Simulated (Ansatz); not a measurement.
## PtGe: biaxial strain +1.79 %, plane normal [001], relaxed out of plane

Start from PtGe (space group Pnma, No. 62; a = 5.8187 Å, b = 3.7571 Å, c = 6.1752 Å). Axes: x, y, z lie along a, b, c of the conventional cell.

Now apply this change: biaxial strain +1.79 %, plane normal [001], relaxed out of plane (Cartesian); in-plane vectors clamped, the third vector and the atoms free.

Computed with PBE in Ansatz (plane waves to 420 eV, PAW, no SOC). Γ-centred 12×8×8 mesh, Fermi–Dirac width 0.05 eV, for the changed cell.

| quantity | base | changed | shift |
|---|---|---|---|
| volume per atom | 16.87 Å³ | 17.15 Å³ | +0.28 Å³ |
| space group | Pnma (No. 62) | Pnma (No. 62) | – |
| shortest interatomic distance | 2.508 Å | 2.516 Å | +0.008 Å |
| pressure (mean of the normal stresses, compression positive) | 0.0 GPa | -2.2 GPa | -2.2 GPa |
| band gap | zero | zero | – |
| out-of-plane strain (rough) | – | -1.91 % | – |
| mean in-plane stress (compression positive) (rough) | – | -3.4 GPa | – |

Final structure (turned so that z lies along the plane normal):

```
CELL_PARAMETERS angstrom
      3.82433     0.00000     0.00000
      0.00000     5.92285     0.00000
      0.00000     0.00000     6.05710
ATOMIC_POSITIONS crystal
  Pt 0.25000 0.00385 0.19245
  Pt 0.25000 0.50385 0.30755
  Pt 0.75000 0.99615 0.80755
  Pt 0.75000 0.49615 0.69245
  Ge 0.25000 0.81384 0.59155
  Ge 0.25000 0.31384 0.90845
  Ge 0.75000 0.18616 0.40845
  Ge 0.75000 0.68616 0.09155
```

Cost of the whole job for the changed cell (relaxation, final SCF and bands): around 7 core-minutes (rough).

Without a gap, meshes like the base's 8×12×8 leave anisotropic stresses uncertain by several tenths of a GPa, and small strain energies with them. Stability against distortions was not tested. All final runs are without spin polarisation.

Ansatz is a first-principles code.
